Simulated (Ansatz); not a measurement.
System: MgO (model structure, Fm-3m, No. 225, 6 atoms in the cell). Method: G0W0@PBEsol in Ansatz (hard PAW, contour deformation).

The same calculation (at the PBEsol cell, 9.359 Å³/atom) with different numerical settings; throughout: k mesh 3×3×2:

```json
[
 {"run": "1", "response cutoff (eV)": "100", "empty bands": "234", "quasiparticle gap on the mesh (eV)": "6.879", "quasiparticle gap at Γ (eV)": "6.879", "rough time": "50 core-s"},
 {"run": "2", "response cutoff (eV)": "150", "empty bands": "430", "quasiparticle gap on the mesh (eV)": "7.079", "quasiparticle gap at Γ (eV)": "7.079", "rough time": "100 core-s"},
 {"run": "3", "response cutoff (eV)": "200", "empty bands": "663", "quasiparticle gap on the mesh (eV)": "7.193", "quasiparticle gap at Γ (eV)": "7.193", "rough time": "5 core-min"},
 {"run": "4", "response cutoff (eV)": "250", "empty bands": "926", "quasiparticle gap on the mesh (eV)": "7.254", "quasiparticle gap at Γ (eV)": "7.254", "rough time": "9 core-min"},
 {"run": "5", "response cutoff (eV)": "300", "empty bands": "1217", "quasiparticle gap on the mesh (eV)": "7.291", "quasiparticle gap at Γ (eV)": "7.291", "rough time": "30 core-min"},
 {"run": "6", "response cutoff (eV)": "400", "empty bands": "1874", "quasiparticle gap on the mesh (eV)": "7.331", "quasiparticle gap at Γ (eV)": "7.331", "rough time": "60 core-min"}
]
```

In the column quasiparticle gap on the mesh (eV) the first row differs from the last by -0.452 and the next to last by -0.040.

The last row is no converged limit: other settings stay fixed.

A model structure was made by putting elements into a prototype or built by hand; here it ended with the formula and space group of a phase in our tables.

Ansatz is a program for electronic structure.
